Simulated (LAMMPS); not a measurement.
MD of Ta (bcc) at zero pressure, 250 atoms, as a liquid; each row is its own run.

All values are model results, not measurements: MD with a machine-learned potential, pair style snap, file Ta06A.snap; code LAMMPS.

```csv
T (K),D(Ta) (cm²/s)
2960,3.16e-5
3290,3.94e-5
4110,6.08e-5
4610,7.85e-5
5260,0.000101
```

Question: Fit an Arrhenius law, ln y = a + b / x, to these rows (x is the first column, y the second) and predict the run at x = 3620.

Answer: Least squares gives a = -7.7569 and b = -7801. The slope times kB gives an activation energy of 0.67 eV. At x = 3620 the fit predicts 4.96e-5 cm²/s. The run itself gave (5.3 ± 0.3) × 10^-5 cm²/s, so the fit is 6.1 % low.

Caution (row 2960): this liquid lies under the measured melting point of 3290 K, so it is undercooled or the potential melts low.

Caution: a run this short can hold a crystal over, or a liquid under, the potential's own melting point, which these runs don't give.

Caution (row 4110): enthalpy drifts during the constant-pressure average: a transition or slow ageing; fluctuation values are void.

Errors of D are the spread over four groups of atoms in one short run; a floor of about 5 %, a picked value, is safer.
